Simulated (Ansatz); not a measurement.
Consider interstitial Li in rock-salt LiF, charge state +1. Calculation: PBE, PAW (plane waves to 420 eV; Ansatz, an electronic-structure program).

64-site cell at the relaxed PBE lattice, the Γ point alone, smearing 0.01 eV, spin-restricted, no finite-size correction. Static, classical nuclei. The charge state is imposed; whether it is stable for some Fermi level was not computed. Sites that were not tried may lie lower.

Barriers: single points on a 2×2×2 k-point mesh shifted by half a step at the bands' geometries.

Relaxed starting cell (atoms counted from 1):

```
CELL_PARAMETERS angstrom
      8.13647     0.00000     0.00000
      0.00000     8.13647     0.00000
      0.00000     0.00000     8.13647
ATOMIC_POSITIONS crystal
  Li 0.96897 0.97013 0.97019
  Li 0.99800 0.99921 0.50250
  Li 0.99808 0.50284 0.99879
  Li 0.99869 0.50641 0.50590
  Li 0.50155 0.99925 0.99875
  Li 0.50532 0.99992 0.50599
  Li 0.50516 0.50632 0.99953
  Li 0.50016 0.50125 0.50079
  F  0.24969 0.00051 0.99985
  F  0.25086 0.99914 0.50355
  F  0.25101 0.50386 0.99884
  F  0.24902 0.50049 0.50003
  F  0.74618 0.99927 0.99882
  F  0.74966 0.00107 0.50008
  F  0.74958 0.50049 0.00071
  F  0.74957 0.50060 0.50019
  Li 0.97035 0.28059 0.28018
  Li 0.99807 0.25205 0.74816
  Li 0.99811 0.74853 0.25164
  Li 0.99872 0.74475 0.74441
  Li 0.50176 0.25205 0.25161
  Li 0.50524 0.25138 0.74440
  Li 0.50512 0.74499 0.25100
  Li 0.50010 0.74998 0.74958
  F  0.24901 0.25012 0.25009
  F  0.25102 0.25216 0.74702
  F  0.25105 0.74773 0.25172
  F  0.24904 0.75067 0.75028
  F  0.74667 0.25217 0.25173
  F  0.74957 0.25021 0.75036
  F  0.74956 0.75074 0.24975
  F  0.74955 0.75074 0.75039
  Li 0.27944 0.97099 0.28043
  Li 0.25088 0.99916 0.74812
  Li 0.25091 0.50290 0.25163
  Li 0.25023 0.50644 0.74434
  Li 0.74734 0.99926 0.25160
  Li 0.74361 0.99993 0.74443
  Li 0.74386 0.50627 0.25105
  Li 0.74880 0.50124 0.74958
  F  0.99968 0.00065 0.24979
  F  0.99793 0.99918 0.74720
  F  0.99815 0.50384 0.25179
  F  0.99994 0.50055 0.75030
  F  0.50258 0.99928 0.25174
  F  0.49945 0.00113 0.75027
  F  0.49931 0.50042 0.24984
  F  0.49938 0.50052 0.75032
  Li 0.27949 0.28086 0.97007
  Li 0.25093 0.25210 0.50257
  Li 0.25097 0.74856 0.99877
  Li 0.25025 0.74496 0.50594
  Li 0.74740 0.25210 0.99886
  Li 0.74393 0.25145 0.50583
  Li 0.74346 0.74462 0.99956
  Li 0.74881 0.74999 0.50085
  F  0.99982 0.25079 0.00021
  F  0.99807 0.25207 0.50339
  F  0.99802 0.74733 0.99879
  F  0.99990 0.75081 0.50010
  F  0.50251 0.25215 0.99890
  F  0.49936 0.25017 0.50003
  F  0.49941 0.75071 0.00070
  F  0.49942 0.75074 0.50015
  Li 0.12457 0.12519 0.12449
```
Cell charge +1.

End state 1 differs by these moves (Å; atoms that move under 0.08 Å are left out):

```csv
atom,element,Δx,Δy,Δz
1,Li,-0.77,-0.76,-0.78
4,Li,0.01,-0.10,-0.10
6,Li,-0.10,0.01,-0.10
7,Li,-0.10,-0.09,0.01
17,Li,0.24,-0.20,-0.20
20,Li,0.25,-0.20,-0.20
22,Li,-0.10,0.04,0.04
23,Li,-0.09,0.04,0.04
33,Li,-0.20,0.24,-0.20
36,Li,0.04,-0.10,0.04
38,Li,-0.20,0.25,-0.20
39,Li,0.04,-0.09,0.04
49,Li,-0.20,-0.20,0.25
52,Li,0.04,0.04,-0.09
54,Li,0.04,0.04,-0.09
55,Li,-0.20,-0.20,0.24
65,Li,-0.77,-0.77,-0.76
```

Q: Predict the forward and backward barriers to end state 1 from PBE, PAW.

A: forward 0.24 eV, backward 0.24 eV; at the saddle point atom 1 has neighbours 3 F at 1.75, F at 2.15 Å. The saddle point's order was not checked, and it lies on a symmetry element of the cell, where a band can be held.

End state 2 differs by these moves (Å; atoms that move under 0.08 Å are left out):

| atom | element | Δx | Δy | Δz |
|---|---|---|---|---|
| 1 | Li | 0.00 | 0.00 | 0.49 |
| 4 | Li | 0.00 | 0.00 | -0.09 |
| 6 | Li | 0.00 | 0.00 | -0.10 |
| 17 | Li | 0.23 | -0.23 | -0.23 |
| 18 | Li | -0.23 | 0.23 | -0.23 |
| 33 | Li | -0.23 | 0.23 | -0.23 |
| 34 | Li | 0.23 | -0.23 | -0.23 |
| 49 | Li | 0.00 | 0.00 | 0.49 |
| 52 | Li | 0.00 | 0.00 | -0.09 |
| 54 | Li | 0.00 | 0.00 | -0.09 |
| 65 | Li | 0.00 | 0.00 | -2.02 |

Q: Predict the forward and backward barriers to end state 2 from PBE, PAW.

A: forward 0.53 eV, backward 0.53 eV; at the saddle point atom 65 has neighbours 2 F at 1.70; 2 Li at 2.08 Å. The saddle point's order was not checked, and it lies on a symmetry element of the cell, where a band can be held.

End state 3 differs by these moves (Å; atoms that move under 0.08 Å are left out):

```
atom  element     Δx     Δy     Δz
----  -------  -----  -----  -----
1          Li  -0.76   1.27  -0.77
4          Li   0.01   0.00  -0.09
6          Li  -0.10   0.00  -0.10
7          Li  -0.10   0.00   0.01
17         Li   0.25  -0.23  -0.23
18         Li   0.25   0.23  -0.23
33         Li  -0.20   0.23  -0.20
38         Li  -0.20  -0.23  -0.20
49         Li  -0.23  -0.23   0.26
53         Li  -0.23   0.23   0.25
65         Li  -0.78  -1.26  -0.76
```

Q: Predict the forward and backward barriers to end state 3 from PBE, PAW.

A: forward 0.55 eV, backward 0.55 eV; at the saddle point atom 1 has neighbours 2 F at 1.72, F at 1.80, F at 2.07; Li at 2.21 Å. The saddle point's order was not checked, and it lies on a symmetry element of the cell, where a band can be held.
